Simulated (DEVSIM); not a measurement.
System: illuminated InP p-on-n cell, one wavelength, at 250 K.

| layer (left to right) | material | thickness (μm) | Nd (cm⁻³) | Na (cm⁻³) | τn (s) | τp (s) | absorption coefficient (cm⁻¹) |
|---|---|---|---|---|---|---|---|
| 1 | InP | 0.0760 | - | 7.3e17 | 1.5e-9 | 1.5e-10 | 56000 |
| 2 | InP | 0.730 | 8.9e16 | - | 6.7e-9 | 6.7e-9 | 56000 |

Left contact: ohmic, minority electron recombination velocity 400 cm/s. Right contact: ohmic, minority hole recombination velocity 50000 cm/s. Voltage is applied to the left contact. Recombination: SRH at mid-gap, radiative, Auger. Light enters at the left, 2.6e16 photons cm⁻² s⁻¹, one pass, no reflection. Mobility is μmin + (μ − μmin)/(1 + (N/Nref)^α).

The device is made up for the run: typed textbook-type constants, with dimensions and the other settings drawn at random. Values at 300 K; Nc and Nv go as T^1.5, mobilities as T to minus their exponent, the gap by Varshni's rule with the affinity fixed.

```csv
parameter,InP
gap (eV),1.344
affinity (eV),4.38
permittivity,12.5
Nc (cm⁻³),5.7e17
Nv (cm⁻³),1.1e19
μn (cm²/Vs),5200
μp (cm²/Vs),170
"μn,min",400
"μp,min",10
"Nref,n",3e17
"Nref,p",4.9e17
αn,0.47
αp,0.62
T exponent of μn,2
T exponent of μp,2
B (cm³/s),1.2e-10
Cn (cm⁶/s),9e-31
Cp (cm⁶/s),9e-31
Varshni α (eV/K),0.000363
Varshni β (K),162
```

Model (solved in DEVSIM): 1D drift-diffusion, Boltzmann statistics, complete ionisation; no tunnelling, impact ionisation, image-force lowering or self-heating.

The minority lifetime in layer 2 was swept, all else fixed.

```
minority lifetime in layer 2 (s)  short-circuit current (mA/cm²)  open-circuit voltage (V)  fill factor  dark forward voltage at 1 A/cm² (V)
--------------------------------  ------------------------------  ------------------------  -----------  -----------------------------------
2e-10                                                          …                         …            …                                    …
6.7e-10                                                     3.82                     0.915         0.81                                1.072
2e-9                                                        3.91                     0.936         0.82                                1.084
6.7e-9                                                      3.95                     0.954         0.83                                1.092
2e-8                                                        3.96                     0.964         0.85                                1.096
6.7e-8                                                      3.96                     0.971         0.86                                1.097
2e-7                                                        3.96                     0.975         0.87                                1.098
```

Some entries are withheld; supply them.


- 2e-10, short-circuit current (mA/cm²): 3.64
- 2e-10, open-circuit voltage (V): 0.889
- 2e-10, fill factor: 0.79
- 2e-10, dark forward voltage at 1 A/cm² (V): 1.056
